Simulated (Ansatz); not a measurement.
**Converging the k-point mesh: CaPb (P4mm, 2 atoms in the cell)**

```
CaPb
1.0
    3.58447     0.00000     0.00000
    0.00000     3.58447     0.00000
    0.00000     0.00000     4.65065
Ca Pb
1 1
Direct
  0.00000   0.00000   0.01075
  0.50000   0.50000   0.50000
```

Method: PBEsol, default PAW files made with PBE (plane waves; Ansatz, a first-principles code).

Base settings: basis.ecutwfc = 420 eV; kpoints.mp_grid.grid = 9 9 7; hamiltonian.xc = pbesol; hamiltonian.pseudopotentials = {kind: paw} (the program's default PAW files); scf.occupations.method = gaussian; scf.occupations.width = 0.1 eV.

The second cell is the first with its lattice scaled by 0.98.

Only quantities that move along the ladder and can be compared are tabulated.

The count of work is k-points × plane waves × bands × iterations; it is no time. Core times come from one kind of shared machine, to one figure; runs under 30 s give none.

The starting cell comes from a database of computed structures (which also holds hypothetical and non-ambient phases and stackings), without a prior relaxation at this level. Its lattice was rescaled by up to half a per cent. One atom was moved a little off its site on purpose. Ansatz's pressure includes its estimate of the finite-basis (Pulay) stress.

Steps (kpoints.mp_grid.grid): 2 2 1; 2 2 2; 3 3 2; 3 3 3; 4 4 3; 4 4 4; 5 5 4; 6 6 5; 7 7 5; 7 7 6; 8 8 6; 9 9 7; 10 10 8; 11 11 8; 12 12 9; 13 13 10; 15 15 11; 16 16 13; 18 18 14; 20 20 15; 22 22 17; 24 24 19; 27 27 21; 30 30 23.

Task: What is the coarsest kpoints.mp_grid.grid that holds the energy of the compressed cell less the first within 1 meV/atom of the last step, with all finer ones?

Result: 11 11 8, at 0.064 of the last step's count of work; the step before is off by 1.4 meV/atom.

Task: What is the coarsest kpoints.mp_grid.grid that holds the forces within 0.02 eV/Å of the last step, with all finer ones?

Result: 5 5 4, at 0.0095 of the last step's count of work; the step before is off by 0.040 eV/Å.

Task: What is the coarsest kpoints.mp_grid.grid that holds the free energy within 5 meV/atom of the last step, with all finer ones?

Result: 12 12 9, at 0.086 of the last step's count of work; the step before is off by 5.5 meV/atom.

| kpoints.mp_grid.grid | free energy less the last step's (meV/atom) | energy of the compressed cell less the first (meV/atom) | pressure (GPa) | largest difference of a force vector from the last step's (eV/Å) | count of work / last | core time / last (rough) |
|---|---|---|---|---|---|---|
| 2 2 1 | 179.50 | -16.42 | -2.40 | 0.116 | 0.0016 | – |
| 2 2 2 | -436.06 | -40.82 | -4.66 | 0.056 | 0.0032 | – |
| 3 3 2 | 50.36 | -1.08 | -1.14 | 0.082 | 0.0037 | – |
| 3 3 3 | -15.54 | 8.47 | -0.33 | 0.062 | 0.0037 | – |
| 4 4 3 | 139.33 | -4.87 | -1.42 | 0.030 | 0.0063 | – |
| 4 4 4 | 121.51 | -2.71 | -1.23 | 0.040 | 0.011 | – |
| 5 5 4 | 64.54 | -5.15 | -1.48 | 0.017 | 0.0095 | – |
| 6 6 5 | -2.18 | -3.24 | -1.38 | 0.004 | 0.016 | – |
| 7 7 5 | 1.43 | -4.74 | -1.51 | 0.011 | 0.016 | – |
| 7 7 6 | -3.71 | -4.43 | -1.49 | 0.010 | 0.025 | – |
| 8 8 6 | 0.43 | -6.76 | -1.66 | 0.002 | 0.032 | – |
| 9 9 7 | 1.00 | -5.63 | -1.57 | 0.006 | 0.032 | – |
| 10 10 8 | 5.99 | -3.93 | -1.42 | 0.000 | 0.064 | – |
| 11 11 8 | 5.50 | -4.48 | -1.47 | 0.001 | 0.064 | – |
| 12 12 9 | -2.42 | -5.51 | -1.57 | 0.001 | 0.086 | – |
| 13 13 10 | -2.93 | -5.74 | -1.59 | 0.004 | 0.10 | – |
| 15 15 11 | 2.81 | -5.29 | -1.53 | 0.001 | 0.13 | – |
| 16 16 13 | -0.22 | -5.41 | -1.55 | 0.001 | 0.19 | – |
| 18 18 14 | 0.53 | -5.57 | -1.56 | 0.002 | 0.27 | 0.3 |
| 20 20 15 | 0.04 | -5.22 | -1.53 | 0.001 | 0.32 | – |
| 22 22 17 | 0.49 | -5.52 | -1.56 | 0.001 | 0.43 | 0.4 |
| 24 24 19 | 0.17 | -5.28 | -1.54 | 0.000 | 0.56 | 0.4 |
| 27 27 21 | 0.25 | -5.48 | -1.55 | 0.001 | 0.71 | 0.8 |
| 30 30 23 | 0.00 | -5.35 | -1.54 | 0.000 | 1.0 | 1 |

The energy difference between the two cells stays within 1 meV/atom of the last step's from 11 11 8 on, the total only from 16 16 13 on: much of the error is common to both cells and cancels.

Two neighbours can agree and both be off: 10 10 8 and 11 11 8 differ by 0.49 meV/atom in the free energy, yet lie about 5.5 meV/atom from the last step.

Keys are those of Ansatz 0.2.
